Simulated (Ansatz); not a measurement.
An Ansatz (a quantum-chemistry and plane-wave program) run: AlN with a change (isotropic strain +1.80 %); plane-wave PAW DFT at the PBEsol level (Ansatz, 420 eV), no SOC.

Input:

Ansatz 0.2 input:
```yaml
crystal:
  lattice:
    - [3.1698630163, 0, 0]
    - [-1.5849315081, 2.7451818987, 0]
    - [0, 0, 5.0730471288]
  atoms:
    - { symbol: Al, position: [0.3333333333, 0.6666666667, 0.9999974794] }
    - { symbol: Al, position: [0.6666666667, 0.3333333333, 0.4999974794] }
    - { symbol: N, position: [0.3333333333, 0.6666666667, 0.3820025206] }
    - { symbol: N, position: [0.6666666667, 0.3333333333, 0.8820025206] }
basis: { ecutwfc: 420, ecutrho_ratio: 4, xc_grid: 2, fft_grid_basis: typed }
kpoints: { mp_grid: { grid: [12, 12, 7] } }
hamiltonian:
  xc: pbesol
  dispersion: none
  pseudopotentials: { kind: paw }
scf: { occupations: { method: fermi_dirac, width: 0.05 }, convergence: { dr2_threshold: 0.0000000004 } }
relax: { f_tol: 0.005, max_steps: 50 }
output: { forces: true, stress: true }
checkpoint: { write: state.ck, write_every: 1000 }
```

Output (explanatory and most iteration lines left out):

```
Relaxation: its limit of steps is 50 (relax.max_steps)
Pseudopotential: Al, paw, valence charge 3
Pseudopotential: N, paw, valence charge 5
Crystal: 4 atoms, lattice volume = 44.145 Å³
Basis set: ecut = 420 eV, 857 PW (Γ), exchange–correlation on 48×48×72 points (8 copies of the dense FFT grid, shifted against one another)
Bands: 12, of which v1, the nominal top of the filled ones, is band 8 counted from 1 (7 counted from 0)
Symmetry: 12 space group operations
Space group: P63mc (ITA 186), of the structure as read, at distance tolerance 3.5e-5 Å
k-points: 76 of 1008 (time reversal used)
Functional: x = pbesol(κ = 0.804, μ = 0.12345679012345678), c = pbesol(β = 0.046)
SCF iter   1: F=—  HF=-1811.858205 eV  |F-HF|=—  |Δ(HF+E_count)|=         —  Δρ=1.02e-2  dr2=4.99e-2  ethr=1.77e-3  ⟨swp⟩=5.7  Hψ=5981  notcnv=0
SCF iter   2: F=—  HF=-1811.844361 eV  |F-HF|=—  |Δ(HF+E_count)|=   1.38e-2  Δρ=1.25e-3  dr2=7.65e-4  ethr=3.12e-4  ⟨swp⟩=2.9  Hψ=2239  notcnv=0
SCF 1 converged in 6 iterations: F = -1811.844041 eV  dr2 = 3.22e-12
relax step   1: F+E_penalty+E_count = -1811.84404106 eV  Δ(F+E_penalty+E_count) = +0.000e0 eV  max|allowed force component| = 2.068e-2 eV/Å  Δτ_max = 0.0000 Å  (6 SCF iters, accepted)
Crystal: 4 atoms, lattice volume = 44.145 Å³
SCF iter   1: F=—  HF=-1811.844224 eV  |F-HF|=—  |Δ(HF+E_count)|=         —  Δρ=4.43e-5  dr2=8.70e-7  ethr=5.15e-9  ⟨swp⟩=1.0  Hψ=3749  notcnv=0
SCF iter   2: F=—  HF=-1811.844059 eV  |F-HF|=—  |Δ(HF+E_count)|=   1.65e-4  Δρ=1.50e-5  dr2=7.97e-8  ethr=5.15e-9  ⟨swp⟩=2.2  Hψ=1491  notcnv=0
SCF 2 converged in 6 iterations: F = -1811.844059 eV  dr2 = 3.51e-14
relax step   2: F+E_penalty+E_count = -1811.84405900 eV  Δ(F+E_penalty+E_count) = -1.794e-5 eV  max|allowed force component| = 1.541e-2 eV/Å  Δτ_max = 0.0002 Å  (6 SCF iters, accepted)
Crystal: 4 atoms, lattice volume = 44.145 Å³
SCF iter   1: F=—  HF=-1811.844251 eV  |F-HF|=—  |Δ(HF+E_count)|=         —  Δρ=1.29e-4  dr2=7.48e-6  ethr=4.66e-7  ⟨swp⟩=2.4  Hψ=2768  notcnv=0
SCF iter   2: F=—  HF=-1811.844082 eV  |F-HF|=—  |Δ(HF+E_count)|=   1.69e-4  Δρ=4.35e-5  dr2=6.62e-7  ethr=4.67e-8  ⟨swp⟩=2.4  Hψ=1983  notcnv=0
SCF 3 converged in 6 iterations: F = -1811.844081 eV  dr2 = 1.56e-13
relax step   3: F+E_penalty+E_count = -1811.84408135 eV  Δ(F+E_penalty+E_count) = -2.235e-5 eV  max|allowed force component| = 7.604e-5 eV/Å  Δτ_max = 0.0007 Å  (6 SCF iters, accepted)
SCF converged after 6 iterations
Free energy (F): -1811.844081 eV
Internal energy: -1811.844081 eV  (E = F + TS)
E sigma→0 (E₀):  -1811.844081 eV
Fermi energy:    8.341532 eV
--- Forces (eV/Å), atoms counted from 1 ---
  atom   1  Al     0.00000000     0.00000000    -0.00007546
  atom   2  Al     0.00000000    -0.00000000    -0.00007546
  atom   3  N      0.00000000     0.00000000     0.00007661
  atom   4  N     -0.00000000    -0.00000000     0.00007661
--- Stress (GPa, compression-positive) ---
       -9.972761       0.000000       0.000000
        0.000000      -9.972761       0.000000
        0.000000      -0.000000      -9.112936
  P = ⅓ Tr σ = -9.6862 GPa (-96.862 kbar)
--- Relaxed structure (3 steps of the walk, 3 accepted, 0 SCFs on fresh bases) ---
  atoms:
    - { symbol: Al, position: [0.33333333333333337, 0.6666666666666667, 1.0001898692384756] }
    - { symbol: Al, position: [0.6666666666666666, 0.33333333333333337, 0.5001898692384756] }
    - { symbol: N, position: [0.33333333333333337, 0.6666666666666667, 0.3818101307615243] }
    - { symbol: N, position: [0.6666666666666666, 0.33333333333333337, 0.8818101307615244] }
```

No phonon test of stability was made. The cell was made from AlN in the wurtzite structure (space group P6_3mc, No. 186) by this change: isotropic strain +1.80 %.
